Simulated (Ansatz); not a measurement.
Data:

End structure of a constructed model of the (111) surface of fcc Ni, ferromagnetic, (√3x√3)R30° surface alloy, Ga on one Ni site of the top plane (bottom of the slab: a bare face, its two planes held):

```xyz
18
Lattice="3.7329 2.1552 0.0000 -3.7329 2.1552 0.0000 0.0000 0.0000 26.5000" Properties=species:S:1:pos:R:3 pbc="T T T"
Ni    -2.4886     1.4368     8.1722
Ni     0.0000     1.4368     8.1722
Ni     2.4886     1.4368     8.1722
Ni    -1.2443     0.7184    10.2041
Ni     1.2443     0.7184    10.2041
Ni     0.0000     2.8736    10.2041
Ni     0.0000     0.0000    12.2374
Ni    -1.2443     2.1552    12.2317
Ni     1.2443     2.1552    12.2317
Ni    -2.4897     1.4374    14.2643
Ni     0.0000     1.4355    14.2643
Ni     2.4897     1.4374    14.2643
Ni    -1.2388     0.7152    16.2975
Ni     1.2388     0.7152    16.2975
Ni     0.0000     2.8799    16.2975
Ga     0.0000     0.0000    18.5382
Ni    -1.2443     2.1552    18.3071
Ni     1.2443     2.1552    18.3071
```

Model: 18-atom slab, 10.2 Å thick at the start (thin: gaps and levels are the slab's own), 10x10x1 mesh, Fermi-Dirac 0.1 eV, dipole correction, 6 atoms held, the rest relaxed; held to the start's symmetry, so lower structures may exist; spin-polarised, ending with about 9.7 μB a cell; orders that need a larger cell were not tried, no spin-orbit, no U. It is one candidate, not shown to be the stable structure of the face.

### Question
What is the computed work function of the top face (PBE (Ansatz, a quantum-chemistry and plane-wave program))?

### Answer
4.87 eV
